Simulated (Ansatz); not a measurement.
Amorphous Ga24O38Sn

Preparation: random packing, a CHGNet melt and quench, and a DFT relaxation. O atoms were pushed apart under 1.9 Å during the dynamics, to hinder bonds among them. The hot cell started wider than the set density and was brought back towards it in steps. It is the lowest in DFT energy of 2 quenches. It is a model cell: composition and starting density were chosen by hand, and all elements were melted together. No dispersion term was used. Cycles of charging and discharging annealed it further.

Methods: PBE, scalar-relativistic without spin-orbit coupling (Ansatz, a first-principles code); r2SCAN, scalar-relativistic without spin-orbit coupling (Ansatz); HSE06, scalar-relativistic without spin-orbit coupling (Ansatz). Geometry, pressure, stress and energy are those of the PBE run. Its sampling: a 2×2×2 Γ-centred mesh; Fermi-Dirac width 0.02 eV; no spin polarisation. Other functionals are single points at the zone centre (r2SCAN at 500 eV; exact exchange cut at the cell's faces), free to take moments where seeds were set. At PBE the levels at the filled edge of the gap are localised (band-tail or defect states), and the nearest spread-out levels lie 1.9 eV apart at the zone centre.

The number of atoms in the cell comes out as 63 and the density (volume relaxed, without dispersion) is 5.03 g/cm^3. The volume per atom is 12.58 Å³, the pressure on a 2×2×2 Γ-centred mesh is 0.26 GPa and the largest force and stress component on that mesh (the relaxation ran on the zone centre alone) is 0.08 eV/Å and 1.0 GPa. The energy relative to beta Ga2O3 + rutile SnO2 (lowest mix at this level among the phases computed, not always the ambient ones) is 0.134 eV/atom and the level gap on a 2×2×2 Γ-centred mesh (PBE) comes out as 1.03 eV. The level gap at the zone centre (PBE) is 1.07 eV and the level gap at the zone centre (r2SCAN) is 1.53 eV. The level gap at the zone centre (HSE06) is 2.64 eV.

Neighbours within Ga-Ga 2.68 Å, Ga-O 2.46 Å, Ga-Sn 2.87 Å, O-O 1.58 Å, O-Sn 2.46 Å, Sn-Sn 3.06 Å count as bonded. Two cations that share two anions don't count as bonded, nor two that share one unless they lie closer than Ga-Ga 2.61 Å, Ga-Sn 2.79 Å, Sn-Sn 2.97 Å.

```
Item                                                               Value
---------------------------------  -------------------------------------
Mean coordination of Ga by anions   4.58 (13 with 4, 8 with 5, 3 with 6)
Mean coordination of O              3.03 (2 with 2, 33 with 3, 3 with 4)
Mean coordination of Sn by anions                        5.00 (1 with 5)
Mean Ga-O bond                     1.943 Å (spread 0.115 Å, 110 counted)
Mean O-Sn bond                       2.066 Å (spread 0.067 Å, 5 counted)
```

Its density started from a set value of 5.06 g/cm³. The quench (nominally 220 K/ps over its main leg) was far faster than any real one, so the model tends to hold more defects than a real film. One small periodic cell is one sample of the glass; other quenches scatter about these values. Volume and shape were free in the relaxation. Stress components on the final sampling reach 1.0 GPa. Cycles of charging lowered its energy after that relaxation.
